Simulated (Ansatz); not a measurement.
The starting structures come from a database of crystals and need not be the phases stable at ambient conditions.

Inside the gap of an insulator the Bloch states are evanescent, with a wavenumber k + iκ along the transport direction.

Data:

```yaml
crystal:
  lattice:
    - [4.41605, 0.00000, 0.00000]
    - [0.00000, 6.22184, 0.00000]
    - [0.00000, 0.00000, 4.50617]
  atoms:
    - { symbol: Al, position: [0.00000, 0.00000, 0.00000] }
    - { symbol: In, position: [0.50000, 0.50000, 0.50000] }
    - { symbol: Sb, position: [0.50000, 0.76663, 0.00000] }
    - { symbol: Sb, position: [0.00000, 0.23337, 0.50000] }
```

Space group of this cell: Pmm2. The cell is strained (lengths across the current scaled by 0.98, ions clamped); by r2SCAN its mean pressure is 2.1 GPa.

Transport runs along the normal of the first two printed cell vectors.

No gap correction and no spin-orbit coupling; mid-gap values are interpolated between computed energies.

**Question.** State the band gap and the smallest decay constant κ at mid-gap according to r2SCAN (Ansatz, a quantum-chemistry and plane-wave program).

**Answer.** Gap 1.03 eV on a 8×6×8 mesh; κ = 0.069 1/Å, at the zone centre.
